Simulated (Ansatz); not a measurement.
**A computed series for hypothetical ReO3 type LaBr3: response to strain**

Base system: LaBr₃ in the ReO3 type structure (space group Pm-3m, No. 221; a hypothetical phase, not in the database extracts checked).

```xyz
4
Lattice="5.8029 0.0000 0.0000 0.0000 5.8029 0.0000 0.0000 0.0000 5.8029" Properties=species:S:1:pos:R:3 pbc="T T T"
La     0.0000     0.0000     0.0000
Br     2.9015     0.0000     0.0000
Br     0.0000     0.0000     2.9015
Br     0.0000     2.9015     0.0000
```

Cartesian axes are those of the cell as printed.

Strains are applied to the cell and any free atomic positions relax; under biaxial strain the out-of-plane vector relaxes too; under stress the whole cell relaxes.

Computed with PBEsol (Ansatz, a program for electronic structure; PAW; 420 eV plane waves; no spin-orbit coupling).

Notes on the quantities. energy relative to the base: free energy F; pressure: mean of the normal stresses, compression positive.

| case | energy relative to the base | shortest interatomic distance | gap character | pressure | band gap |
|---|---|---|---|---|---|
| base | 0 meV/atom | 2.901 Å | indirect, R → Γ | 0.00 GPa | 3.52 eV |
| biaxial strain −1.71 %, plane normal [001], relaxed out of plane | +7.4 meV/atom | 2.852 Å | indirect, A → Γ | 0.99 GPa | 3.47 eV |
| biaxial strain −0.60 %, plane normal [001], relaxed out of plane | +0.9 meV/atom | … | indirect, A → Γ | … | 3.50 eV |
| biaxial strain +0.96 %, plane normal [001], relaxed out of plane | +2.1 meV/atom | 2.898 Å | direct at A | -0.47 GPa | 3.48 eV |
| biaxial strain +3.00 %, plane normal [001], relaxed out of plane | +19 meV/atom | 2.892 Å | direct at A | -1.29 GPa | 3.24 eV |
| biaxial strain −0.90 %, plane normal [111], relaxed out of plane | +0.4 meV/atom | 2.898 Å | indirect, T → Γ | 0.10 GPa | 3.51 eV |
| isotropic strain +4.35 % | +61 meV/atom | 3.028 Å | direct at R | -2.62 GPa | 2.95 eV |
| uniaxial strain ε_xx = −0.83 % | +0.8 meV/atom | 2.877 Å | indirect, A → Γ | 0.24 GPa | 3.50 eV |
| tensor shear ε_xz = +2.18 % | +0.9 meV/atom | 2.901 Å | indirect, T → Γ | -0.01 GPa | 3.49 eV |
| uniaxial stress, 1 GPa tension along z | +2.3 meV/atom | 2.899 Å | indirect, A → Γ | – | 3.46 eV |

### Question
What belongs in the blanks?

### Answer

- biaxial strain −0.60 %, plane normal [001], relaxed out of plane, shortest interatomic distance: 2.884 Å
- biaxial strain −0.60 %, plane normal [001], relaxed out of plane, pressure: 0.32 GPa

Beyond what the load breaks, stability against distortions was not tested. Labels are those of the standard path for the cell's own space group.
